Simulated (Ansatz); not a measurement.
Consider the following.

End structure of F on the 1x1 (110) surface of bcc W, one in a 3x3 cell, started at the site 'top W':

```
CELL_PARAMETERS angstrom
      8.27303     0.00000     0.00000
     -2.75768     7.79988     0.00000
      0.00000     0.00000    26.00000
ATOMIC_POSITIONS crystal
  W  0.16667 0.16667 0.37289
  W  0.16667 0.50000 0.37289
  W  0.16667 0.83333 0.37289
  W  0.50000 0.16667 0.37289
  W  0.50000 0.50000 0.37289
  W  0.50000 0.83333 0.37289
  W  0.83333 0.16667 0.37289
  W  0.83333 0.50000 0.37289
  W  0.83333 0.83333 0.37289
  W  0.00000 0.00000 0.45653
  W  0.00000 0.33333 0.45653
  W  0.00000 0.66667 0.45653
  W  0.33333 0.00000 0.45653
  W  0.33333 0.33333 0.45653
  W  0.33333 0.66667 0.45653
  W  0.66667 0.00000 0.45653
  W  0.66667 0.33333 0.45653
  W  0.66667 0.66667 0.45653
  W  0.16619 0.16619 0.54329
  W  0.16893 0.49774 0.54404
  W  0.16662 0.83290 0.54328
  W  0.49774 0.16893 0.54404
  W  0.50048 0.50048 0.54329
  W  0.50005 0.83377 0.54328
  W  0.83290 0.16662 0.54328
  W  0.83377 0.50005 0.54328
  W  0.83333 0.83333 0.54352
  W  0.99870 0.99870 0.62643
  W  0.99831 0.33118 0.62635
  W  0.00064 0.66603 0.62689
  W  0.33118 0.99831 0.62635
  W  0.33333 0.33333 0.63734
  W  0.33549 0.66836 0.62635
  W  0.66603 0.00064 0.62689
  W  0.66836 0.33549 0.62635
  W  0.66797 0.66797 0.62643
  F  0.33333 0.33333 0.71021
```

Set-up: 37 atoms, 6.6 Å thick at the start under the adsorbate (thin: gaps and levels are the slab's own); mesh 4x4x1; 0.1 eV smearing; dipole correction on; 18 atoms held, the rest relaxed; held to the start's symmetry, so lower structures may exist; no spin, no spin-orbit, no U, no dispersion correction. At the end it is bonded to W. In PBE it is, or lies within 0.03 eV of, the lowest of the starts that converged.

A negative adsorption energy means that the adsorbate is more stable on the surface than in its reference.

Question: What is the computed adsorption energy against ½ F2(g) (PBE (Ansatz, a first-principles code))?

Answer: -3.78 eV

Question: What is the computed change of the step from the bottom to the top vacuum level, against the clean slab (PBE)?

Answer: 0.31 eV

Question: Give the work function of the top face at the level PBE.

Answer: 5.12 eV

Question: Predict the change of the work function from PBE.

Answer: 0.30 eV
